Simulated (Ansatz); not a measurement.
Partial pair distribution functions of a relaxed model of amorphous Ta₁₈O₄₀, broadened by 0.06 Å; density 7.90 g/cm³. All values below come from PBE, scalar-relativistic without spin-orbit coupling (plane waves to 420 eV, PAW; Ansatz, a program for electronic structure). The usual formal charges leave 10 electrons over, so the level spacing at the Fermi energy parts defect or band states and needn't be the band gap.

The cell was made by melting and quenching with the CHGNet potential and then relaxed with DFT. O atoms were pushed apart under 1.9 Å during the dynamics, to hinder bonds among them. The hot cell started wider than the set density and was brought back towards it in steps. It is the lowest in DFT energy of 2 quenches. It is a model cell: composition and starting density were chosen by hand, and all elements were melted together. No dispersion term was used. Its density started from a set value of 7.90 and ended at 7.90 g/cm³. Cooling (nominally 240 K/ps over its main leg) ran many orders faster than in experiment, which tends to leave more defects and strain. Values belong to this one cell and scatter from quench to quench. The volume was held where the preparation left it, at a PBE pressure of 0.4 GPa. Stress components on the final sampling reach 3.2 GPa. On a 2×2×2 Γ-centred mesh force components of up to 0.26 eV/Å stay, since the relaxation ran on the zone centre alone.

```tsv
r (Å)	g Ta-O	g Ta-Ta	g O-O
1.65	0.01	0.00	0.00
1.75	0.64	0.00	0.00
1.85	4.05	0.00	0.00
1.95	6.48	0.00	0.00
2.05	5.91	0.00	0.00
2.15	3.52	0.00	0.00
2.25	1.19	0.00	0.03
2.35	0.18	0.00	0.29
2.45	0.02	0.00	0.96
2.55	0.00	0.10	1.69
2.65	0.00	0.69	2.40
2.75	0.00	0.92	2.81
2.85	0.00	0.90	2.44
2.95	0.03	0.65	1.58
3.05	0.17	0.95	1.39
3.15	0.28	1.31	1.27
3.25	0.37	1.30	0.94
3.35	0.62	1.27	0.67
3.45	0.63	1.58	0.75
3.55	0.98	1.12	1.01
3.65	0.98	1.54	0.91
3.75	0.83	2.70	0.80
3.85	1.03	2.90	0.88
3.95	1.15	0.87	0.88
4.05	1.14	0.49	0.94
4.15	1.18	0.64	0.80
4.25	1.57	0.50	0.64
4.35	1.68	0.70	0.69
4.45	1.56	0.53	0.92
4.55	1.42	0.38	0.99
4.65	1.40	0.52	0.76
```

Within 2.46 Å each Ta has 5.44 O neighbours on average.
